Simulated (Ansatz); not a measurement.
Start from TiC in the rock salt structure (space group Fm-3m, No. 225; a = 4.328 Å; relaxed with 0.1 eV smearing). Axes: x, y, z lie along the cube axes.

Calculations: Kohn–Sham DFT with the r2SCAN functional, run in Ansatz (an electronic-structure program) with PAW and 500 eV plane waves, no SOC.

Before the change:

| Item | Result |
|---|---|
| Pressure | 0.0 GPa |
| Band gap | zero |
| Shortest interatomic distance | 2.164 Å |

Perturbation: the cell is stretched by 3.00 % along z with no lateral relaxation, atoms relaxed at fixed cell.

Task: What happens to the pressure, energy relative to the base, band gap and shortest interatomic distance?

Result: The pressure (mean of the normal stresses, compression positive) goes from zero to -6.9 GPa; the energy grows by 13 meV/atom; the band gap stays zero; the shortest interatomic distance is still 2.164 Å.

The cells carry an imposed strain or load. Whether these cells are dynamically stable was not tested. All final runs are without spin polarisation.
